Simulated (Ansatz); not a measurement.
## Pressure series in MoSi2

Base system: MoSi2 (space group I4/mmm, No. 139; a = 3.217 Å, c = 7.873 Å).

Cell and atoms are relaxed at each pressure.

The values are results of Ansatz (a first-principles code), PBE, PAW, cutoff 420 eV, spin-orbit coupling left out, not measurements.

```json
[
 {"P (GPa)": "-2.00", "V (Å³/atom)": "13.716"},
 {"P (GPa)": "-1.00", "V (Å³/atom)": "13.646"},
 {"P (GPa)": "0.30", "V (Å³/atom)": "13.559"},
 {"P (GPa)": "0.70", "V (Å³/atom)": "13.533"},
 {"P (GPa)": "1.50", "V (Å³/atom)": "13.481"},
 {"P (GPa)": "3.00", "V (Å³/atom)": "13.387"},
 {"P (GPa)": "5.00", "V (Å³/atom)": "13.267"},
 {"P (GPa)": "7.49", "V (Å³/atom)": "13.125"},
 {"P (GPa)": "9.99", "V (Å³/atom)": "12.990"}
]
```

A third-order Birch–Murnaghan fit to these points gives V₀ = 13.58 Å³/atom, B₀ = 204 GPa and B₀′ = 4.4. At pressure 10 GPa the volume is 95.7 % of V₀.

Load acts through the strain it causes; cell and atoms are relaxed under it. Whether these cells are dynamically stable was not tested. No other phases were tried under pressure. All final runs are without spin polarisation.
